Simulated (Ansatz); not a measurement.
The starting structures come from a database of crystals and need not be the phases stable at ambient conditions.

By LDA, the system below comes out a metal.

Without scattering a metal conducts by its projected Fermi surface.

Here is the system:

```
Cu
1.0
    3.98761     0.00000     0.00000
    1.89948     3.50614     0.00000
    1.99380     1.18744     0.81954
Cu
1
Cartesian
  0.00000   0.00000   0.00000
```

Space group of this cell: I4/mmm. The cell is taken as given; by LDA its mean pressure is -7.8 GPa.

The current flows along the normal of the first two printed cell vectors, the (111) plane of the conventional cell. No spin-orbit coupling; the value is a mean over 0.1 eV about the Fermi level.

Give the ballistic conductance per area that LDA (Ansatz, a program for electronic structure) yields.

1.2 × 10¹⁵ S/m² for both spins.
